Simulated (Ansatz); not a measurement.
Given:

```
Cu
1.0
    0.00000     1.73868     1.73868
    1.73868     0.00000     1.73868
    1.73868     1.73868     0.00000
Cu
1
Direct
  0.00000   0.00000   0.00000
```

The numbers are results of PBEsol, rigid bands (plane waves, PAW, scalar-relativistic; Ansatz, an electronic-structure program), not measurements. Condition of this run: hydrostatic pressure 15 GPa (the target of the relaxation). Geometry: cell and atoms relaxed with PBEsol, then loaded as said.

Problem. For narrow interconnects the product ρ₀λ of bulk resistivity and mean free path ranks metals, the lower the better. What is it here?

Solution. 6.2 ×10⁻¹⁶ Ω·m².

Problem. And the Drude plasma energy and the root-mean-square Fermi velocity at 300 K?

Solution. 9.4 eV; 1.1e6 m/s.

A metal at this level (no band gap); rigid bands, thermally averaged at 300 K, both spins. Spin-orbit coupling is left out. τ is one relaxation time for all states; the product of resistivity and mean free path takes one path for all states instead.
